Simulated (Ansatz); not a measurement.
Data:

```yaml
crystal:
  lattice:
    - [4.00568, 0.00000, 0.00000]
    - [-2.00284, 3.46902, 0.00000]
    - [2.00284, -1.15634, 3.27063]
  atoms:
    - { symbol: Zn, position: [0.00000, 0.00000, 0.00000] }
    - { symbol: Se, position: [0.75000, 0.25000, 0.75000] }
```

The cell is taken as given; by LDA it stands under a pressure of -3.3 GPa.

Transport runs along the normal of the first two printed cell vectors, the (111) plane of the conventional cell.

The gap is the functional's own. No spin-orbit coupling. Mid-gap values are those at the computed energy nearest the middle.

Task: Estimate the band gap and the smallest decay constant κ at mid-gap that LDA run with Ansatz (a program for electronic structure) returns for this system.

Result: Gap 1.04 eV on a 10×10×10 mesh; κ = 0.071 1/Å, at the zone centre.
